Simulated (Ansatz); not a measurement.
An Ansatz (a quantum-chemistry and plane-wave program) run: ZnSiP2; PBEsol (Ansatz, PAW, no SOC).

Input:

Ansatz 0.2 input:
```yaml
crystal:
  lattice:
    - [-2.6766325445, 2.6766325445, 5.2223914806]
    - [2.6766325445, -2.6766325445, 5.2223914806]
    - [2.6766325445, 2.6766325445, -5.2223914806]
  atoms:
    - { symbol: Zn, position: [0.75, 0.25, 0.5] }
    - { symbol: Zn, position: [0, 0, 0] }
    - { symbol: Si, position: [0.25, 0.75, 0.5] }
    - { symbol: Si, position: [0.5, 0.5, 0] }
    - { symbol: P, position: [0.1395344905, 0.125, 0.5145344905] }
    - { symbol: P, position: [0.6104655095, 0.625, 0.4854655095] }
    - { symbol: P, position: [0.375, 0.8604655095, 0.9854655095] }
    - { symbol: P, position: [0.875, 0.3895344905, 0.0145344905] }
basis: { ecutwfc: 420, ecutrho_ratio: 4, xc_grid: 2, fft_grid_basis: typed }
kpoints: { mp_grid: { grid: [9, 9, 9] } }
hamiltonian:
  xc: pbesol
  dispersion: none
  pseudopotentials: { kind: paw }
scf: { occupations: { method: fermi_dirac, width: 0.05 }, convergence: { dr2_threshold: 0.0000000008 } }
output: { forces: true, stress: true }
```

Output (explanatory and most iteration lines left out):

```
Pseudopotential: Zn, paw, valence charge 12
Pseudopotential: Si, paw, valence charge 4
Pseudopotential: P, paw, valence charge 5
Crystal: 8 atoms, lattice volume = 149.660 Å³
Basis set: ecut = 420 eV, 2921 PW (Γ), exchange–correlation on 90×90×90 points (8 copies of the dense FFT grid, shifted against one another)
Bands: 34, of which v1, the nominal top of the filled ones, is band 26 counted from 1 (25 counted from 0)
Symmetry: 8 space group operations
Space group: I-42d (ITA 122), of the structure as read, at distance tolerance 5.3e-5 Å
k-points: 75 of 729 (time reversal used)
Functional: x = pbesol(κ = 0.804, μ = 0.12345679012345678), c = pbesol(β = 0.046)
SCF iter   1: F=—  HF=-10767.523893 eV  |F-HF|=—  |Δ(HF+E_count)|=         —  Δρ=4.12e-3  dr2=2.65e-2  ethr=1.77e-3  ⟨swp⟩=9.6  Hψ=14853  notcnv=0  defer=2
SCF iter   2: F=—  HF=-10767.515473 eV  |F-HF|=—  |Δ(HF+E_count)|=   8.42e-3  Δρ=1.66e-3  dr2=6.49e-3  ethr=5.10e-5  ⟨swp⟩=2.0  Hψ=5031  notcnv=0  defer=137
SCF 1 converged in 9 iterations: F = -10767.513753 eV  dr2 = 1.01e-10
SCF converged after 9 iterations
Free energy (F): -10767.513753 eV
Internal energy: -10767.513753 eV  (E = F + TS)
E sigma→0 (E₀):  -10767.513753 eV
Entropy (-TS):   -0.000000 eV (-0.000 meV/atom)
Fermi energy:    7.510574 eV
--- Forces (eV/Å), atoms counted from 1 ---
  atom   1  Zn     0.00000000    -0.00000000     0.00000000
  atom   2  Zn     0.00000000     0.00000000     0.00000000
  atom   3  Si     0.00000000     0.00000000    -0.00000000
  atom   4  Si     0.00000000     0.00000000    -0.00000000
  atom   5  P     -0.00000000     0.00045349    -0.00000000
  atom   6  P      0.00000000    -0.00045349    -0.00000000
  atom   7  P     -0.00045349    -0.00000000     0.00000000
  atom   8  P      0.00045349    -0.00000000     0.00000000
--- Stress (GPa, compression-positive) ---
       -0.003542       0.000000       0.000000
        0.000000      -0.003542      -0.000000
        0.000000      -0.000000       0.003023
  P = ⅓ Tr σ = -0.0014 GPa (-0.014 kbar)
```

Stability against distortions was not tested. The cell is ZnSiP₂ in the chalcopyrite structure (space group I-42d, No. 122).
